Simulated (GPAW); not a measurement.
## Input and output of a self-consistent single point for YZnSi (P-6m2, 3 atoms in the cell) (GPAW)

Method of the run: LDA (Perdew-Wang 92), GPAW PAW datasets LDA (gpaw-data 1.0.1) (plane waves; GPAW).

Input as run:

```python
from ase import Atoms
from ase.units import GPa
from gpaw import GPAW, PW

atoms = Atoms(['Y', 'Zn', 'Si'],
              cell=[[4.081800, 0.000000, 0.000000],
                    [-2.040900, 3.534942, 0.000000],
                    [0.000000, 0.000000, 4.071510]],
              scaled_positions=[[0.000000, 0.000000, 0.000000],
                                [0.333333, 0.666667, 0.500000],
                                [0.666667, 0.333333, 0.500000]],
              pbc=True)

calc = GPAW(mode=PW(800),
            xc='LDA',
            kpts={'size': (6, 6, 6), 'gamma': True},
            occupations={'name': 'methfessel-paxton', 'width': 0.1, 'order': 0},
            nbands=-11,
            convergence={'forces': 0.001},
            symmetry={'symmorphic': False, 'tolerance': 0.0005},
            maxiter=120,
            txt='-')

atoms.calc = calc

energy = atoms.get_potential_energy()
print('Energy (eV):', round(energy, 6))
forces = atoms.get_forces()
print('Forces (eV/Ang):')
print(forces.round(5))
stress = atoms.get_stress()
print('Stress (GPa, Voigt):', (stress / GPa).round(4))
```

Output (repeated stretches shortened):

```
Input parameters:
  convergence: {forces: 0.001}
  kpts: {gamma: True,
         size: (6, 6, 6)}
  maxiter: 120
  mode: {ecut: 800.0,
         name: pw}
  nbands: -11
  occupations: {name: methfessel-paxton,
                order: 0,
                width: 0.1}
  symmetry: {symmorphic: False,
             tolerance: 0.0005}

species:
  Y:
    name: Yttrium
    Z: 39.0
    valence: 11
    core: 28
    charge: 0.0
    file: Y.LDA.gz

    # Using partial waves for Y as LCAO basis

  Zn:
    name: Zinc
    Z: 30.0
    valence: 12
    core: 18
    charge: 0.0
    file: Zn.LDA.gz

    # Using partial waves for Zn as LCAO basis

  Si:
    name: Silicon
    Z: 14.0
    valence: 4
    core: 10
    charge: 0.0
    file: Si.LDA.gz

    # Using partial waves for Si as LCAO basis

Reference energy: -148634.501310  # eV

Spin-paired calculation

Convergence criteria:
 Maximum [total energy] change in last 3 cyles: 0.0005 eV / valence electron
 Maximum integral of absolute [dens]ity change: 0.0001 electrons / valence electron
 Maximum integral of absolute [eigenst]ate change: 4e-08 eV^2 / valence electron
 Maximum change in the atomic [forces] across last 2 cycles: 0.001 eV/Ang OR
Maximum error relative to the maximum force is below inf
 Maximum number of scf [iter]ations: 120

Symmetries present (total): 12
Symmetries with fractional translations: 0
216 k-points: 6 x 6 x 6 Monkhorst-Pack grid + [1/12,1/12,1/12]
28 k-points in the irreducible part of the Brillouin zone
       k-points in crystal coordinates                weights
   0:     0.00000000    0.00000000    0.00000000          1/216
   1:     0.00000000    0.00000000    0.16666667          2/216
   2:     0.00000000    0.00000000    0.33333333          2/216
   [... 7 lines left out ...]
          ...
  27:     0.50000000    0.50000000    0.50000000          3/216

Wave functions: Plane wave expansion
  Cutoff energy: 800.000 eV
  Number of coefficients (min, max): 3000, 3042
  Pulay-stress correction: 0.000000 eV/Ang^3 (de/decut=0.000000)

Occupation numbers: Methfessel-Paxton:
  width: 0.1000  # eV
  order: 0

Eigensolver

Densities:
  Coarse grid: 27*27*27 grid
  Fine grid: 54*54*54 grid
  Total Charge: 0.000000

Density mixing:
  Method: separate
  Backend: pulay
  Linear mixing parameter: 0.05
  old densities: 5
  Damping of long wavelength oscillations: 50

Hamiltonian:
  XC and Coulomb potentials evaluated on a 54*54*54 grid
  External potential:
    NoExternalPotential

Number of atoms: 3
Number of atomic orbitals: 26
Number of bands in calculation: 24
Number of valence electrons: 27
Bands to converge: occupied

Density initialized from atomic densities
  24 bands from LCAO basis set

Atomic positions and initial magnetic moments

Positions:
   0 Y      0.000000    0.000000    0.000000    ( 0.0000,  0.0000,  0.0000)
   1 Zn    -0.000002    2.356629    2.035755    ( 0.0000,  0.0000,  0.0000)
   2 Si     2.040902    1.178313    2.035755    ( 0.0000,  0.0000,  0.0000)

Unit cell:
           periodic     x           y           z      points  spacing
  1. axis:    yes    4.081800    0.000000    0.000000    27     0.1309
  2. axis:    yes   -2.040900    3.534942    0.000000    27     0.1309
  3. axis:    yes    0.000000    0.000000    4.071510    27     0.1508

  Lengths:   4.081800   4.081800   4.071510
  Angles:   90.000000  90.000000 120.000003

Effective grid spacing dv^(1/3) = 0.1440

     iter     time        total  log10-change:
                         energy   eigst   dens  force
iter:   1 --:--:--   -15.754940
iter:   2 --:--:--   -15.752486   -0.85  -1.33
iter:   3 --:--:--   -15.360334   -1.55  -1.34
iter:   4 --:--:--   -15.389467   -1.35  -1.49
iter:   5 --:--:--   -15.308697   -2.43  -1.72
iter:   6 --:--:--   -15.348238   -2.00  -2.05
iter:   7 --:--:--   -15.298165   -2.41  -2.38
iter:   8 --:--:--   -15.300289   -3.03  -2.76
iter:   9 --:--:--   -15.297781c  -4.11  -2.80
iter:  10 --:--:--   -15.297783c  -5.40  -2.89
iter:  11 --:--:--   -15.296928c  -4.05  -2.95
iter:  12 --:--:--   -15.296892c  -4.45  -3.60
iter:  13 --:--:--   -15.296847c  -5.47  -3.63
iter:  14 --:--:--   -15.296836c  -6.33  -3.77
iter:  15 --:--:--   -15.296836c  -6.13  -3.84
iter:  16 --:--:--   -15.296834c  -6.72  -3.94
iter:  17 --:--:--   -15.296839c  -5.68  -3.98
iter:  18 --:--:--   -15.296834c  -6.98  -4.21c
iter:  19 --:--:--   -15.296835c  -7.46c -4.28c
iter:  20 --:--:--   -15.296832c  -7.46c -4.30c -16.38c

Converged after 20 iterations.

Dipole moment: (0.224263, -0.129478, -0.000000) |e|*Ang

Energy contributions relative to reference atoms: (reference = -148634.501310)

Kinetic:         -0.449043
Potential:       +2.621623
External:        +0.000000
XC:             -17.258189
Entropy (-ST):   -0.002936
Local:           -0.209755
SIC:             +0.000000
--------------------------
Free energy:    -15.298300
Extrapolated:   -15.296832

Showing only first 2 kpts
 Kpt  Band  Eigenvalues  Occupancy
  0    11      6.17447    2.00000
  0    12      6.55551    2.00000
  0    13      6.76745    1.99987
  0    14      8.85702    0.00000

  1    11      6.39360    2.00000
  1    12      6.39363    2.00000
  1    13      8.03872    0.00000
  1    14      8.98426    0.00000

Fermi level: 7.03839

No gap
No difference between direct/indirect transitions
Energy (eV): -15.296832

Forces in eV/Ang:
  0 Y     0.00000    0.00000    0.00000
  1 Zn    0.00000   -0.00000    0.00000
  2 Si   -0.00000    0.00000    0.00000

Stress tensor:
     0.031884     0.000000     0.000000
     0.000000     0.031884     0.000000
     0.000000     0.000000     0.034029
Stress (GPa, Voigt): [5.1084 5.1084 5.452  0.     0.     0.    ]
```

The run converged in 20 iterations. GPAW prints stress with tension positive.

The starting cell comes from a database of computed structures (which also holds hypothetical and non-ambient phases and stackings), without a prior relaxation at this level. With a pressure of about -5 GPa the cell is away from its equilibrium volume at this level.

Cost on one core of a shared machine: roughly 30 s.
